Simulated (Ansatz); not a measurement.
## A computed series for TaN: response to strain

Start from TaN in the rock salt structure (space group Fm-3m, No. 225; a = 4.375 Å; relaxed with 0.1 eV smearing). Axes: x, y, z lie along the cube axes.

Strains are applied to the cell and any free atomic positions relax.

All numbers come from PBEsol (Ansatz, a program for electronic structure; PAW; 420 eV plane waves; scalar-relativistic without spin-orbit coupling), earlier PAW set.

Candidates:
(a) isotropic strain −2.47 %
(b) tensor shear ε_xz = +2.32 %
(c) uniaxial strain ε_zz = +1.92 %
(d) isotropic strain −0.75 %

Notes on the quantities. energy relative to the base: free energy F.

Order them by energy relative to the base, lowest first.

(b) tensor shear ε_xz = +2.32 % (+5.0 meV/atom), (d) isotropic strain −0.75 % (+6.1 meV/atom), (c) uniaxial strain ε_zz = +1.92 % (+8.8 meV/atom), (a) isotropic strain −2.47 % (+70 meV/atom)

Whether these cells are dynamically stable was not tested. The final runs are not spin-polarised. This is not the structure that TaN has at room temperature and ambient pressure.
